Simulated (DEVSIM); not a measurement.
# Schottky contact on n-type Si

System: Schottky contact on n-type Si, at 300 K.

| layer (left to right) | material | thickness (μm) | Nd (cm⁻³) | τn (s) | τp (s) |
|---|---|---|---|---|---|
| 1 | Si | 1.50 | 1.9e16 | 9.6e-5 | 9.6e-5 |

Left contact: Schottky, work function 4.52 eV, emission velocity 8.6e6 cm/s. Right contact: ohmic. Voltage is applied to the left contact. Recombination: SRH at mid-gap, radiative. Mobility is constant in doping.

The device is made up for the run: typed textbook-type constants, with dimensions and the other settings drawn at random. Values at 300 K.

```tsv
parameter	Si
gap (eV)	1.124
affinity (eV)	4.05
permittivity	11.7
Nc (cm⁻³)	2.86e19
Nv (cm⁻³)	3.1e19
μn (cm²/Vs)	1417
μp (cm²/Vs)	470
B (cm³/s)	4.7e-15
```

Model (solved in DEVSIM): 1D drift-diffusion, Boltzmann statistics, complete ionisation; no tunnelling, impact ionisation, image-force lowering or self-heating. Metal contacts follow the ideal Schottky-Mott rule: no Fermi-level pinning, no interface dipoles.

```json
{
 "potential_step_across_the_device_at_zero_bias": "0.281 V",
 "largest_field_in_the_device_at_zero_bias": "39000 V/cm",
 "Dark forward voltage at 100 A/cm²": "0.147 V"
}
```

Dark reverse current:

```tsv
V (V)	J (A/cm²)
-0.10	-0.43
-0.25	-0.45
-0.50	-0.46
-0.75	-0.46
-1.00	-0.47
-1.50	-0.47
-2.00	-0.48
-2.50	-0.48
-3.25	-0.48
-4.00	-0.48
-5.00	-0.48
```

Dark forward current:

| V (V) | J (A/cm²) |
|---|---|
| 0.05 | 2.5 |
| 0.10 | 19 |
| 0.15 | 110 |
| 0.20 | 460 |
| 0.25 | 1200 |
| 0.30 | 2100 |
